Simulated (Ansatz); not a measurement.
Cost and result by functional for the adsorption energy of CH3 on the 1x1 (0001) surface of hcp Re, one in a 2x2 cell, started at the site 'bridge Re-Re (span 2.8 Å)', in Ansatz (plane waves, PAW). Single points on the PBE structure, on one kind of machine; costs are rough ratios of the slab run's core time (references not counted) to the cheapest single point. r2SCAN's cost holds its higher cutoff (500 against 420 eV). Differences are taken against r2SCAN for comparison alone: no measured value is at hand, so the table doesn't rank accuracy.

Set-up: 20 atoms, 6.5 Å thick at the start under the adsorbate (thin: gaps and levels are the slab's own); mesh 6x6x1; 0.1 eV smearing; dipole correction on; 8 atoms held, the rest relaxed; no symmetry held; no spin, no spin-orbit, no U, no dispersion correction. At the end it is bonded to 3 Re. In PBE it is, or lies within 0.03 eV of, the lowest of the starts that converged. These notes are the PBE run's. Adsorption energies are against CH4(g) − ½ H2(g). A negative adsorption energy means that the adsorbate is more stable on the surface than in its reference.

| functional | relative cost | adsorption energy (eV) | less r2SCAN (eV) |
|---|---|---|---|
| RPBE | 1 | 0.42 | 0.54 |
| r2SCAN | 2 | -0.12 | 0.00 |
| PBE (the relaxed run's value) | – | 0.09 | 0.21 |

The values span 0.54 eV, while the single points' costs differ by a factor of roughly 2. Differences are of unrounded values.

Ansatz is an electronic-structure program.
